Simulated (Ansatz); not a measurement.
We consider C (R-3m, No. 166, 2 atoms in the cell; start mp-169; another form than the element's usual one), described by r²SCAN+rVV10 (plane waves, PAW; Ansatz, a program for electronic structure).

Run with plane-wave cutoff 560 eV, 16×16×10 k mesh (along the axes of the cell as run), Fermi–Dirac smearing 0.01 eV, scalar-relativistic PAW data made under PBE.

Computed at the level's own relaxed cell.

```xyz
2
Lattice="2.1262 -1.2276 -0.0120 2.1262 1.2276 -0.0120 -1.3980 0.0000 3.3584" Properties=species:S:1:pos:R:3 pbc="T T T"
C      3.5437     0.0000    -0.0198
C     -0.6893     0.0000     3.3543
```

**Question.** List the 5 lowest band energies at Γ above −25 eV (eV, relative to the valence band maximum), grouping those that round alike.

**Answer.** At Γ: -20.96, -7.00, -3.17 (×2), 4.34.

A start named mp-… is a Materials Project structure, which need not be a measured phase.
